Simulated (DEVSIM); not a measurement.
# abrupt GaP n-p junction

Device: abrupt GaP n-p junction, at 350 K.

```tsv
layer (left to right)	material	thickness (μm)	Nd (cm⁻³)	Na (cm⁻³)	τn (s)	τp (s)
1	GaP	5.80	3.6e16	-	5.9e-7	5.9e-7
2	GaP	45.0	-	2.2e15	5.9e-7	5.9e-7
```

Left contact: ohmic. Right contact: ohmic. Voltage is applied to the left contact. Recombination: SRH at mid-gap. Mobility is μmin + (μ − μmin)/(1 + (N/Nref)^α).

The device is made up for the run: typed textbook-type constants, with dimensions and the other settings drawn at random. Values at 300 K; Nc and Nv go as T^1.5, mobilities as T to minus their exponent, the gap by Varshni's rule with the affinity fixed.

| parameter | GaP |
|---|---|
| gap (eV) | 2.26 |
| affinity (eV) | 3.8 |
| permittivity | 11.1 |
| Nc (cm⁻³) | 1.8e19 |
| Nv (cm⁻³) | 1.9e19 |
| μn (cm²/Vs) | 250 |
| μp (cm²/Vs) | 150 |
| μn,min | 10 |
| μp,min | 10 |
| Nref,n | 4.4e18 |
| Nref,p | 1e18 |
| αn | 0.8 |
| αp | 0.85 |
| T exponent of μn | 1.6 |
| T exponent of μp | 1.98 |
| Varshni α (eV/K) | 0.00058 |
| Varshni β (K) | 372 |

DEVSIM, 1D drift-diffusion, Boltzmann statistics, complete ionisation; no tunnelling, impact ionisation, image-force lowering or self-heating.

```yaml
potential_step_across_the_device_at_zero_bias: 1.765 V
largest_field_in_the_device_at_zero_bias: 34000 V/cm
Dark forward voltage at 1 A/cm²: 1.731 V
Dark forward voltage at 100 A/cm²: 2.567 V
```

Dark reverse current:

```json
[
 {"V (V)": "2.00", "J (A/cm²)": "1.4e-14"},
 {"V (V)": "3.00", "J (A/cm²)": "1.9e-14"},
 {"V (V)": "4.00", "J (A/cm²)": "2.3e-14"},
 {"V (V)": "6.00", "J (A/cm²)": "3.1e-14"},
 {"V (V)": "8.00", "J (A/cm²)": "3.7e-14"},
 {"V (V)": "10.00", "J (A/cm²)": "4.3e-14"},
 {"V (V)": "13.00", "J (A/cm²)": "5.1e-14"},
 {"V (V)": "16.00", "J (A/cm²)": "5.7e-14"},
 {"V (V)": "20.00", "J (A/cm²)": "6.6e-14"}
]
```

Dark forward current:

(V (V), J (A/cm²)): (-0.25, -6.4e-14); (-0.70, -1.4e-10); (-0.80, -7.6e-10); (-0.90, -4.3e-9); (-1.00, -2.4e-8); (-1.10, -1.5e-7); (-1.20, -9.8e-7); (-1.30, -9.3e-6); (-1.40, -0.00015); (-1.50, -0.0034); (-1.60, -0.073); (-1.70, -0.63); (-1.80, -2.4); (-1.90, -6.2); (-1.95, -9.0); (-2.05, -17); (-2.15, -27); (-2.25, -40); (-2.35, -56); (-2.45, -75); (-2.55, -96); (-2.65, -120); (-2.75, -150); (-2.85, -180); (-2.95, -210); (-3.05, -240); (-3.15, -280); (-3.25, -320)
